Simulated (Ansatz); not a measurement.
The reference is Sr in the fcc (Cu type) structure (space group Fm-3m, No. 225; a = 5.9225 Å).

Method: PBEsol (Ansatz, an electronic-structure program, PAW, no spin-orbit coupling).

Base values:

- Pressure = 0.0 GPa
- Band gap = zero

It is then changed as follows: the cell is scaled by 0.9750 in all directions; the atoms relax in the strained cell.

Q: How does this affect the pressure, band gap and energy relative to the base?

A: The pressure goes from zero to 1.1 GPa; the band gap is still zero; the energy goes up by 12 meV/atom.

Stability against distortions was not tested. Gaps under 0.05 eV, about the width of the smearing, are given as zero.
